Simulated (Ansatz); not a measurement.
Take SrO in the rock salt structure (space group Fm-3m, No. 225; a = 5.195 Å) as the base.

The values are results of PBE, PAW, 420 eV (Ansatz, a program for electronic structure; no SOC), not measurements.

Strains are applied to the cell and any free atomic positions relax.

One change was made to it. Results:

```tsv
quantity	base	after
pressure	0.0 kbar	-43.9 kbar
electron mass	1.2 mₑ along k, 0.41 mₑ across (at X)	1.2 mₑ along k, 0.42 mₑ across (at X)
gap character	indirect, Γ → X	indirect, Γ → X
```

### Question
Name the change that was made.
(A) isotropic strain −2.50 %
(B) isotropic strain −0.50 %
(C) isotropic strain −2.00 %
(D) isotropic strain +2.00 %
(E) isotropic strain +2.50 %

### Answer
D, isotropic strain +2.00 %. For comparison, the electron mass in the other runs: isotropic strain −0.50 % gives 1.2 mₑ along k, 0.40 mₑ across (at X); isotropic strain −2.00 % gives 1.2 mₑ along k, 0.39 mₑ across (at X); isotropic strain −2.50 % gives 1.2 mₑ along k, 0.39 mₑ across (at X); isotropic strain +2.50 % gives 0.33 mₑ (at Γ).

Masses are band curvatures over ±0.01 Å⁻¹ around the edge. Along k means along the line from Γ to the band edge. Whether these cells are dynamically stable was not tested.
